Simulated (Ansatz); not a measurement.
# Competing hops of interstitial O in monoclinic HfO2, charge state -2

Defect migration in monoclinic HfO2: interstitial O, charge state -2. Method: PBE, PAW (plane waves to 420 eV; Ansatz, an electronic-structure program).

96-site cell at the relaxed PBE lattice, the Γ point alone, smearing 0.01 eV, spin-restricted, no finite-size correction. Energies are static. Spin-orbit coupling is left out. The charge state is imposed; whether it is stable for some Fermi level was not computed. Sites that were not tried may lie lower.

Barriers: single points on a 2×2×2 k-point mesh shifted by half a step at the bands' geometries.

| Route | Start site over the lowest site run (eV) | Hop (Å) | Forward barrier (eV) | Backward barrier (eV) | Neighbours at the start | Neighbours at the saddle | Saddle order | Forward, on the band's own sampling (eV) |
|---|---|---|---|---|---|---|---|---|
| a concerted move, in which O travels most | 0.00 | 1.56 | 0.54 | 0.54 | Hf at 2.08, Hf at 2.14, Hf at 2.16; O at 2.35, O at 2.40, O at 2.53, O at 2.60, O at 2.63 Å | 2 Hf at 2.00; O at 2.46, O at 2.47, 2 O at 2.48 Å | not checked | 0.52 |

Paths come from CI-NEB runs.
